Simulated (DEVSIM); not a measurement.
Device: CdS/CdTe n-p heterojunction, at 300 K.

```csv
layer (left to right),material,thickness (μm),Nd (cm⁻³),Na (cm⁻³),τn (s),τp (s)
1,CdS,0.450,5.6e16,-,6.9e-10,6.9e-10
2,CdTe,0.810,-,2.7e17,6.9e-10,6.9e-10
```

Left contact: ohmic. Right contact: ohmic. Voltage is applied to the left contact. Recombination: SRH at mid-gap. Mobility is μmin + (μ − μmin)/(1 + (N/Nref)^α).

This is a model device: material constants are rounded textbook-type values typed into the input, and sizes, dopings and lifetimes were drawn at random. Values at 300 K. The table also holds parameters that only a changed run uses.

| parameter | CdS | CdTe |
|---|---|---|
| gap (eV) | 2.4 | 1.5 |
| affinity (eV) | 4.3 | 4.28 |
| permittivity | 9 | 10.2 |
| Nc (cm⁻³) | 2.2e18 | 8e17 |
| Nv (cm⁻³) | 1.8e19 | 1.8e19 |
| μn (cm²/Vs) | 300 | 1000 |
| μp (cm²/Vs) | 25 | 80 |
| μn,min | 30 | 100 |
| μp,min | 3 | 10 |
| Nref,n | 1e17 | 1e17 |
| Nref,p | 1e17 | 1e17 |
| αn | 0.6 | 0.6 |
| αp | 0.6 | 0.6 |
| Cn (cm⁶/s) | 1e-30 | 1e-30 |
| Cp (cm⁶/s) | 1e-30 | 1e-30 |

Model (solved in DEVSIM): 1D drift-diffusion, Boltzmann statistics, complete ionisation; no tunnelling, impact ionisation, image-force lowering or self-heating. Band offsets follow the typed affinities; no thermionic-emission limit at abrupt steps, no polarisation charge.

Base results: potential step across the device at zero bias (V) 1.277; largest field in the device at zero bias (V/cm) 150000; dark forward voltage at 1 A/cm² (V) 1.132; dark forward voltage at 100 A/cm² (V) 1.257.

Task: What follows from this one change: doping Nd of layer 1 5.6e+16 → 5.6e+17 cm^-3?

Result: potential step across the device at zero bias 1.277 → 1.336 V; largest field in the device at zero bias 150000 → 320000 V/cm; dark forward voltage at 1 A/cm² 1.132 → 1.126 V; dark forward voltage at 100 A/cm² little changed (1.253 V).

Task: What follows from this one change: thickness of layer 2 0.81 → 1.4 μm?

Result: potential step across the device at zero bias little changed (1.277 V); largest field in the device at zero bias little changed (150000 V/cm); dark forward voltage at 1 A/cm² 1.132 → 1.138 V; dark forward voltage at 100 A/cm² 1.257 → 1.266 V.

Task: What follows from this one change: doping Na of layer 2 2.7e+17 → 8.1e+16 cm^-3?

Result: potential step across the device at zero bias 1.277 → 1.245 V; largest field in the device at zero bias 150000 → 130000 V/cm; dark forward voltage at 1 A/cm² 1.132 → 1.093 V; dark forward voltage at 100 A/cm² 1.257 → 1.220 V.

Task: What follows from this one change: constant mobility in place of the doping-dependent one?

Result: potential step across the device at zero bias little changed (1.277 V); largest field in the device at zero bias little changed (150000 V/cm); dark forward voltage at 1 A/cm² 1.132 → 1.114 V; dark forward voltage at 100 A/cm² 1.257 → 1.235 V.
